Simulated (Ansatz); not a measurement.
**ZrO2: pressure series**

Start from ZrO₂ (space group P4_2/nmc, No. 137).

```cif
data_O4Zr2
_chemical_formula_sum 'Zr2 O4'
_space_group_name_H-M_alt 'P42/nmc :1'
_space_group_IT_number 137
_space_group_name_Hall 'P 4n 2n -1n'
_cell_length_a 3.58446
_cell_length_b 3.58446
_cell_length_c 5.17872
_cell_angle_alpha 90.000
_cell_angle_beta 90.000
_cell_angle_gamma 90.000
loop_
_space_group_symop_operation_xyz
  'x, y, z'
  '-y+1/2, x+1/2, z+1/2'
  '-x, -y, z'
  'y+1/2, -x+1/2, z+1/2'
  'x+1/2, -y+1/2, -z+1/2'
  '-y, -x, -z'
  '-x+1/2, y+1/2, -z+1/2'
  'y, x, -z'
  '-x+1/2, -y+1/2, -z+1/2'
  'y, -x, -z'
  'x+1/2, y+1/2, -z+1/2'
  '-y, x, -z'
  '-x, y, z'
  'y+1/2, x+1/2, z+1/2'
  'x, -y, z'
  '-y+1/2, -x+1/2, z+1/2'
loop_
_atom_site_label
_atom_site_type_symbol
_atom_site_symmetry_multiplicity
_atom_site_Wyckoff_symbol
_atom_site_fract_x
_atom_site_fract_y
_atom_site_fract_z
_atom_site_occupancy
Zr1 Zr 2 a 0.00000 0.00000 0.00000 1
O1 O 4 d 0.00000 0.50000 0.20116 1
```

Cell and atoms are relaxed at each pressure.

The values are results of PBEsol/PAW in Ansatz (an electronic-structure program), no spin-orbit coupling, earlier PAW set, not measurements.

| pressure (GPa) | volume per atom (Å³/atom) |
|---|---|
| -2 | 11.215 |
| -1 | 11.151 |
| 0 | 11.090 |
| 2.1 | ? |
| 4.5 | 10.839 |
| 9 | 10.620 |
| 15 | 10.366 |
| 22.5 | 10.092 |
| 30 | 9.854 |

Question: Fit the third-order Birch–Murnaghan form P(V) = (3B₀/2)[(V₀/V)^(7/3) − (V₀/V)^(5/3)]·[1 + (3/4)(B₀′ − 4)((V₀/V)^(2/3) − 1)] (squares taken in P) to the rows shown and predict the withheld row.

Answer: Least squares on the printed values gives V₀ = 11.090 Å³/atom, B₀ = 185 GPa, B₀′ = 5.3; this predicts 10.969 Å³/atom, and the run gives 10.968 Å³/atom, in agreement.

Load acts through the strain it causes; cell and atoms are relaxed under it. Whether these cells are dynamically stable was not tested. Competing high-pressure phases were not computed. This is not the structure that ZrO2 has at room temperature and ambient pressure.
